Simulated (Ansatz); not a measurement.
**Hypothetical P4/nmm Zr2C, response to strain**

The parent structure is Zr2C (space group P4/nmm, No. 129; a = 3.6056 Å, c = 6.9028 Å; a hypothetical phase, not in the database extracts checked). Axes: x, y, z lie along a, b, c of the conventional cell.

Strains are applied to the cell and any free atomic positions relax; under biaxial strain the out-of-plane vector relaxes too.

Level of theory: PBE-D3(BJ)/PAW in Ansatz (a program for electronic structure), no SOC.

Notes on the quantities. energy relative to the base: free energy F; pressure: mean of the normal stresses, compression positive.

| case | energy relative to the base | shortest interatomic distance | pressure | space group |
|---|---|---|---|---|
| base | 0 meV/atom | 2.478 Å | 0.0 GPa | P4/nmm (No. 129) |
| biaxial strain +1.04 %, plane normal [001], relaxed out of plane | – | 2.471 Å | -2.4 GPa | P4/nmm (No. 129) |
| isotropic strain −2.30 % | +40 meV/atom | 2.417 Å | 13.5 GPa | P4/nmm (No. 129) |
| uniaxial strain ε_xx = +2.99 % | +9.8 meV/atom | 2.480 Å | -4.4 GPa | Pmmn (No. 59) |
| tensor shear ε_xz = +1.58 % | +4.4 meV/atom | 2.478 Å | 0.1 GPa | P2_1/m (No. 11) |

Without a gap, meshes like the base's 13×13×7 leave anisotropic stresses uncertain by several tenths of a GPa, and small strain energies with them. No phonon test of stability was made. All final runs are without spin polarisation. The D3 term's C6 switches between coordination references near this geometry, which can add small steps to energies.
